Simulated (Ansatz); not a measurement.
An Ansatz (a first-principles code) input (PBE/PAW in Ansatz, spin-orbit coupling left out):

Ansatz 0.2 input:
```yaml
crystal:
  lattice:
    - [0, 3.5733089543, 3.5733089543]
    - [3.5733089543, 0, 3.5733089543]
    - [3.5733089543, 3.5733089543, 0]
  atoms:
    - { symbol: Sr, position: [0, 0, 0] }
    - { symbol: Cl, position: [0.25, 0.25, 0.25] }
    - { symbol: Cl, position: [0.75, 0.75, 0.75] }
basis: { ecutwfc: 420, ecutrho_ratio: 4, xc_grid: 2, fft_grid_basis: typed }
kpoints: { mp_grid: { grid: [8, 8, 8] } }
hamiltonian:
  xc: pbe
  dispersion: none
  pseudopotentials: { kind: paw }
scf: { occupations: { method: fermi_dirac, width: 0.05 }, convergence: { dr2_threshold: 0.0000000003 } }
relax: { f_tol: 0.005, max_steps: 50 }
output: { forces: true, stress: true }
checkpoint: { write: state.ck, write_every: 1000 }
```

**Question.** Which symmetry and how many k-points will the program report, and about how many plane waves at Γ?

**Answer.** Space group Fm-3m (ITA 225) with 48 operations, k-points 29 of 512, and 1807 plane waves at Γ.

**Question.** And the final pressure?

**Answer.** -1.36 GPa (compression positive).

The cells carry an imposed strain or load. No phonon test of stability was made. The cell was made from SrCl$_{2}$ in the fluorite structure (space group Fm-3m, No. 225) by this change: isotropic strain +1.50 %.
